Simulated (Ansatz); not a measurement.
Ru with two functionals, biaxial strain +1.38 %, plane normal [001], relaxed out of plane

Consider Ru in the hcp (Mg type) structure (space group P6_3/mmc, No. 194; a = 2.7218 Å, c = 4.2939 Å; relaxed with 0.1 eV smearing). Axes: x lies along a and z along c of the hexagonal cell.

(Cell as relaxed with PBE.)

Levels (all Ansatz, a quantum-chemistry and plane-wave program, PAW, earlier PAW set): PBE (420 eV, spin-orbit coupling left out); r2SCAN (500 eV, no spin-orbit coupling).

Each level relaxes its own structure.

```json
[
 {"base": "volume per atom", "PBE": "13.77 Å³", "r2SCAN": "13.52 Å³"},
 {"base": "lattice parameter a", "PBE": "2.722 Å", "r2SCAN": "2.706 Å"},
 {"base": "band gap", "PBE": "zero", "r2SCAN": "zero"}
]
```

Now apply this change: biaxial strain +1.38 %, plane normal [001], relaxed out of plane (Cartesian); in-plane vectors clamped, the third vector and the atoms free.

```json
[
 {"quantity": "volume per atom", "PBE": "14.05 Å³", "r2SCAN": "13.79 Å³"},
 {"quantity": "mean in-plane stress (compression positive)", "PBE": "-8.3 GPa", "r2SCAN": "-8.9 GPa"}
]
```

PBE's volume per atom lies 0.26 Å³ above r2SCAN's (1.9 %); PBE's in-plane stress lies 0.6 GPa above r2SCAN's. Neither level is exact; r2SCAN is the comparison here, not a measurement.

Whether these cells are dynamically stable was not tested. All final runs are without spin polarisation.
